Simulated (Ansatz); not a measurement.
**Hypothetical zinc blende YAs, pressure series**

Start from YAs in the zinc blende structure (space group F-43m, No. 216; a = 6.391 Å; a hypothetical phase, not in the database extracts checked).

Cell and atoms are relaxed at each pressure.

Method: PBEsol (Ansatz, a quantum-chemistry and plane-wave program), scalar-relativistic without spin-orbit coupling.

Notes on the quantities. enthalpy: H = E + PV relative to the base's energy.

| case | band gap | enthalpy | lattice parameter a |
|---|---|---|---|
| base | 1.48 eV | – | 6.391 Å |
| pressure −2 GPa | ? | -0.42 eV/atom | 6.480 Å |
| pressure −1 GPa | 1.50 eV | -0.21 eV/atom | 6.433 Å |
| pressure 3 GPa | 1.42 eV | +0.60 eV/atom | 6.282 Å |
| pressure 7 GPa | 1.34 eV | +1.35 eV/atom | 6.165 Å |
| pressure 15 GPa | 1.20 eV | +2.74 eV/atom | ? |
| pressure 30 GPa | 0.94 eV | +5.10 eV/atom | ? |
| pressure 50 GPa | 0.53 eV | +7.90 eV/atom | 5.540 Å |
| pressure 75 GPa | zero | +11.04 eV/atom | ? |
| pressure 100 GPa | zero | +13.90 eV/atom | 5.197 Å |

Problem. What belongs in the blanks?

Solution. 
- pressure −2 GPa, band gap: 1.52 eV
- pressure 15 GPa, lattice parameter a: 5.986 Å
- pressure 30 GPa, lattice parameter a: 5.753 Å
- pressure 75 GPa, lattice parameter a: 5.349 Å

A case with no gap was solved on a k-mesh chosen for an insulator, which is coarse for it. Load acts through the strain it causes; cell and atoms are relaxed under it. Whether these cells are dynamically stable was not tested. No other phases were tried under pressure. All final runs are without spin polarisation. YAs has a high density of states at the Fermi level and may be magnetic at this level. Gaps under 0.05 eV, about the width of the smearing, are given as zero. A zero or small gap of YAs under pressure 75 GPa and YAs under pressure 100 GPa can be the functional's error rather than a property of the material.
